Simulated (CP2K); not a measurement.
Band structure of Y2Al3Si2 (C2/m, 7 atoms in the cell).

```yaml
crystal:
  lattice:
    - [5.44909, 0.00000, 0.00000]
    - [3.96005, 3.74306, 0.00000]
    - [-1.18371, -0.47089, 6.46305]
  atoms:
    - { symbol: Y, position: [0.37987, 0.37987, 0.67786] }
    - { symbol: Y, position: [0.62013, 0.62013, 0.32214] }
    - { symbol: Al, position: [0.69441, 0.69441, 0.86815] }
    - { symbol: Al, position: [0.30559, 0.30559, 0.13185] }
    - { symbol: Al, position: [0.00000, 0.00000, 0.00000] }
    - { symbol: Si, position: [0.90813, 0.90813, 0.35849] }
    - { symbol: Si, position: [0.09187, 0.09187, 0.64151] }
```

Level of theory: LDA (Pade form), GPW, DZVP-MOLOPT-SR-GTH basis, GTH-PADE potentials (GTH_POTENTIALS) run with CP2K.

Settings: CUTOFF = 500 Ry; REL_CUTOFF = 50 Ry; SMEAR/METHOD = GAUSSIAN; SIGMA = 0.05 eV; KPOINTS/SCHEME = MONKHORST-PACK 6 6 4; GAMMA_CENTERED = T; XC_FUNCTIONAL = PADE; Y/BASIS_SET = DZVP-MOLOPT-SR-GTH-q11; Y/POTENTIAL = GTH-PADE-q11; Al/BASIS_SET = DZVP-MOLOPT-SR-GTH-q3; Al/POTENTIAL = GTH-PADE-q3; Si/BASIS_SET = DZVP-MOLOPT-SR-GTH-q4; Si/POTENTIAL = GTH-PADE-q4; METHOD = GPW.

The starting cell comes from a database of computed structures (which also holds hypothetical and non-ambient phases and stackings), without a prior relaxation at this level. Its lattice was rescaled by a random factor within 2.5 % of one. Values carry the incompleteness of an atom-centred basis.

Levels in eV from the Fermi level, bands 16 to 21:
| point | 16 | 17 | 18 | 19 | 20 | 21 |
|---|---|---|---|---|---|---|
| Γ | -1.94 | -1.77 | -1.41 | 0.15 | 0.16 | 0.32 |
| Y | -1.47 | -0.67 | -0.57 | -0.38 | 0.10 | 0.91 |
| F | -2.29 | -1.77 | -0.70 | -0.25 | 0.47 | 0.85 |
| L | -1.90 | -1.79 | -1.07 | -0.79 | 0.15 | 1.30 |
| Z | -1.85 | -1.68 | -1.43 | -0.31 | 0.98 | 1.11 |

Bands cross the Fermi level along this path, so the cell is metallic at this level.

Higher empty bands are left out: an atom-centred basis made for the valence describes them poorly.
